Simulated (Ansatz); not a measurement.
SrAlO2F (model structure, started from the SrVO2H type, P4/mmm, No. 123, 5 atoms in the cell)

Method: r²SCAN (plane waves, PAW; Ansatz, a first-principles code).

Run with plane-wave cutoff 560 eV, 10×10×10 k mesh, Fermi–Dirac smearing 0.01 eV, scalar-relativistic PAW data made under PBE.

Cell (relaxed with PBEsol):

```cif
data_AlFO2Sr
_chemical_formula_sum 'Sr1 Al1 O2 F1'
_space_group_name_H-M_alt 'P4/mmm'
_space_group_IT_number 123
_space_group_name_Hall '-P 4 2'
_cell_length_a 3.77597
_cell_length_b 3.77597
_cell_length_c 3.81256
_cell_angle_alpha 90.000
_cell_angle_beta 90.000
_cell_angle_gamma 90.000
loop_
_atom_site_label
_atom_site_type_symbol
_atom_site_symmetry_multiplicity
_atom_site_Wyckoff_symbol
_atom_site_fract_x
_atom_site_fract_y
_atom_site_fract_z
_atom_site_occupancy
Sr1 Sr 1 d 0.50000 0.50000 0.50000 1
Al1 Al 1 a 0.00000 0.00000 0.00000 1
O1 O 2 f 0.00000 0.50000 0.00000 1
F1 F 1 b 0.00000 0.00000 0.50000 1
```

```json
{
 "band_gap": "4.38 eV",
 "smallest_direct_gap_on_the_k_points_sampled": "5.23 eV",
 "direct gap at Γ": "5.28 eV"
}
```

Note: the relaxation could raise the start's symmetry but not lower it, so the cell can be a saddle point; cell and atoms aren't relaxed at this level (pressure 0.6 GPa).

Spin–orbit coupling is not included.

It cost around 40 core-seconds (rough) of CPU time.

A model structure was made by putting elements into a prototype or built by hand; it is no filed structure, need not be a known phase, and can be a saddle point held by its symmetry.
